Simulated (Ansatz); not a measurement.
**LuAl3, response to strain**

The reference is LuAl$_{3}$ in the Cu3Au type structure (space group Pm-3m, No. 221; a = 4.146 Å; a cell from a computed database, its experimental status unchecked; relaxed with 0.1 eV smearing). Axes: x, y, z lie along the cube axes.

Strains are applied to the cell and any free atomic positions relax; under biaxial strain the out-of-plane vector relaxes too.

The values are results of PBEsol, PAW, 420 eV (Ansatz, a quantum-chemistry and plane-wave program; no SOC), not measurements.

Candidates:
(a) uniaxial strain ε_zz = +1.38 %
(b) biaxial strain −2.97 %, plane normal [001], relaxed out of plane
(c) uniaxial strain ε_xx = −0.93 %
(d) uniaxial strain ε_xx = −2.45 %
(e) uniaxial strain ε_yy = +0.23 %

Notes on the quantities. energy relative to the base: free energy F.

Problem. Order them by energy relative to the base, lowest first.

Solution. (e) uniaxial strain ε_yy = +0.23 % (+0.1 meV/atom), (c) uniaxial strain ε_xx = −0.93 % (+0.9 meV/atom), (a) uniaxial strain ε_zz = +1.38 % (+1.8 meV/atom), (d) uniaxial strain ε_xx = −2.45 % (+6.2 meV/atom), (b) biaxial strain −2.97 %, plane normal [001], relaxed out of plane (+22 meV/atom)

Stability against distortions was not tested.
